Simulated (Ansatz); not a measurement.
B (R-3m), Ansatz (a first-principles code) with PBEsol, rigid bands: N_v = 7.59e18 cm⁻³ at 300 K and a hole conductivity mass of 2.37 mₑ along z (a = (2.44, 1.41, 4.17) Å; b = (-2.44, 1.41, 4.17) Å; c = (0.00, -2.82, 4.17) Å).

**Question.** For 1e17 holes per cm³ at 300 K, place the Fermi level, estimate the Seebeck coefficient of a parabolic band with constant τ, and give mobility and conductivity for τ = 20 fs.

**Answer.** The level lies k_BT ln(N_v/p) = 0.112 eV above the valence-band maximum. S ≈ +(k_B/e)[ln(N_v/p) + 5/2] = 589 μV/K, against 585 μV/K from the full bands (mean over directions). μ = eτ/m = 14.8 cm²/(V·s) and σ = peμ = 0.238 S/cm. τ is assumed, not computed.

Band transport and this doping are assumed; polarons and phonon drag are left out. Spin-orbit coupling is left out.
